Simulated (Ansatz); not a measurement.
**A constructed model of the (0001) surface of hcp Ru, a layer of Ni in place of the second plane (bottom of the slab: a bare face, its two planes held)**

The numbers are results of PBE (plane waves to 420 eV, PAW; Ansatz, a quantum-chemistry and plane-wave program), not measurements.

Model: 6-atom slab, 10.5 Å thick at the start with caps and adatoms (thin: gaps and levels are the slab's own), 16x16x1 mesh, Fermi-Dirac 0.1 eV, dipole correction, 2 atoms held, the rest relaxed; start symmetry kept, larger cells not searched; spin-polarised, no spin-orbit, no U. The starting moment vanished. In PBE it lies 0.24 eV a 1x1 cell over the lowest computed structure of the same composition (a layer of Ni in place of the third plane).

| Property | Value |
|---|---|
| work function of the top face | 5.30 eV |
| energy released by relaxation | 0.016 eV |
| magnetic moment of the cell | 0.00 μB |
| cost | around 3 core-minutes (rough) |
